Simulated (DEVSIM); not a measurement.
System: Pt/SiON/n-Ge capacitor, at 300 K.

```tsv
layer (left to right)	material	thickness (nm)	Nd (cm⁻³)
1	SiON	26.0	-
2	Ge	1400	1.9e17
```

Metal gate on the left, work function 5.6 eV. Fixed charge at the semiconductor interface -1.4e10 cm⁻² (in units of +e); interface traps 2.4e11 cm⁻² eV⁻¹, uniform in energy, neutral level at 0.5 of the gap above the valence band.

Constants are typed, rounded textbook-type inputs, not results; the design itself was drawn at random and stands for no fabricated device. Values at 300 K.

```csv
parameter,SiON,Ge
gap (eV),7,0.664
affinity (eV),1.4,4
permittivity,5.5,16
Nc (cm⁻³),-,1.04e19
Nv (cm⁻³),-,6e18
```

Simulated with DEVSIM: 1D Poisson equation in equilibrium, Boltzmann statistics, complete ionisation; no quantum confinement or tunnelling. Metal contacts follow the ideal Schottky-Mott rule: no Fermi-level pinning, no interface dipoles.

The fixed charge was swept, all else fixed.

| fixed charge (cm^-2) | flat-band voltage (V) |
|---|---|
| -7.34e11 | 2.17 |
| -3.74e11 | 1.86 |
| -1.4e10 | 1.56 |
| 3.46e11 | 1.25 |
| 7.06e11 | 0.94 |

From the first row to the last the flat-band voltage goes from 2.17 to 0.94.
